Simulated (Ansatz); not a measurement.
**Effect of Ge → Zn on MnGaGe**

Consider MnGaGe (space group P4/nmm, No. 129; a = 3.8801 Å, c = 5.7459 Å; ferromagnetic; a cell from a computed database, its experimental status unchecked).

Now apply this change: every Ge is replaced by Zn, then cell and atoms are relaxed.

Calculations: DFT with PBEsol, PAW potentials and a 420 eV plane-wave cutoff in Ansatz (an electronic-structure program), no SOC. Γ-centred 12×12×8 mesh, Fermi–Dirac width 0.05 eV.

```
quantity                         base           changed        shift
-------------------  ----------------  ----------------  -----------
volume per atom              14.42 Å³          14.22 Å³     -0.20 Å³
density                    7.57 g/cm³        7.40 g/cm³  -0.17 g/cm³
lattice parameter a           3.880 Å           3.741 Å     -0.139 Å
c/a ratio                       1.481             1.630       +0.149
space group          P4/nmm (No. 129)  P4/nmm (No. 129)            –
band gap                         zero              zero            –
magnetic state          ferromagnetic     ferromagnetic            –
largest site moment           1.71 μB           2.35 μB     +0.64 μB
```

Final structure:

```
MnZnGa
1.0
    3.74073     0.00000     0.00000
    0.00000     3.74073     0.00000
    0.00000     0.00000     6.09564
Mn Ga Zn
2 2 2
Direct
  0.00000   0.00000   0.00000
  0.50000   0.50000   0.00000
  0.00000   0.50000   0.71538
  0.50000   0.00000   0.28462
  0.00000   0.50000   0.29900
  0.50000   0.00000   0.70100
```

Other magnetic orders, which the real material may have, were not ruled out. No phonon test of stability was made. As relaxed here, MnZnGa is a hypothetical phase, not in the database extracts checked.
